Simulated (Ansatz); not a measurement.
Abridged Ansatz (a first-principles code) output:

```
Pseudopotential: Sr, paw, valence charge 10
Pseudopotential: Ti, paw, valence charge 12
Pseudopotential: S, paw, valence charge 6
Crystal: 5 atoms, lattice volume = 104.751 Å³
Basis set: ecut = 420 eV, 2103 PW (Γ), exchange–correlation on 64×64×64 points (8 copies of the dense FFT grid, shifted against one another)
Bands: 25, of which v1, the nominal top of the filled ones, is band 20 counted from 1 (19 counted from 0)
Symmetry: 48 space group operations
k-points: 56 of 1000
Functional: x = pbesol(κ = 0.804, μ = 0.12345679012345678), c = pbesol(β = 0.046)
SCF iter   1: F=—  HF=-8628.728190 eV  |F-HF|=—  |Δ(HF+E_count)|=         —  Δρ=6.28e-3  dr2=6.93e-2  ethr=1.77e-3  ⟨swp⟩=7.6  Hψ=7795  notcnv=0
SCF iter   2: F=—  HF=-8628.720053 eV  |F-HF|=—  |Δ(HF+E_count)|=   8.14e-3  Δρ=3.65e-3  dr2=2.35e-2  ethr=1.73e-4  ⟨swp⟩=2.0  Hψ=2078  notcnv=0  defer=6
SCF 1 converged in 9 iterations: F = -8628.716016 eV  dr2 = 6.42e-11
SCF converged after 9 iterations
Free energy (F): -8628.716016 eV
Internal energy: -8628.705800 eV  (E = F + TS)
E sigma→0 (E₀):  -8628.710908 eV
Entropy (-TS):   -0.010216 eV (-2.043 meV/atom)
Fermi energy:    8.374680 eV
--- Forces (eV/Å), atoms counted from 1 ---
  atom   1  Sr    -0.00000000    -0.00000000     0.00000000
  atom   2  Ti     0.00000000    -0.00000000    -0.00000000
  atom   3  S      0.00000000    -0.00000000     0.00000000
  atom   4  S      0.00000000     0.00000000     0.00000000
  atom   5  S      0.00000000    -0.00000000     0.00000000
--- Stress (GPa, compression-positive) ---
        0.005657       0.000000       0.000000
        0.000000       0.005657       0.000000
        0.000000       0.000000       0.005657
  P = ⅓ Tr σ = 0.0057 GPa (0.057 kbar)
```

Q: What was computed, and what are the main results?

A: SrTiS3, 5 atoms in the cell, with PBEsol (Ansatz; PAW; 420 eV plane waves; no spin-orbit coupling). The last SCF converged to F = -8628.716016 eV, or -1725.7432 eV per atom, at a pressure of 0.01 GPa. The total energy compares only with runs of the same code, potentials and settings.

Whether these cells are dynamically stable was not tested. The final runs are not spin-polarised. The cell was made from SrTiO3 by this change: O → S; the result is a hypothetical phase, not in the database extracts checked. Many cubic perovskites are stable only at high temperature; tilts and polar distortions were not tested.
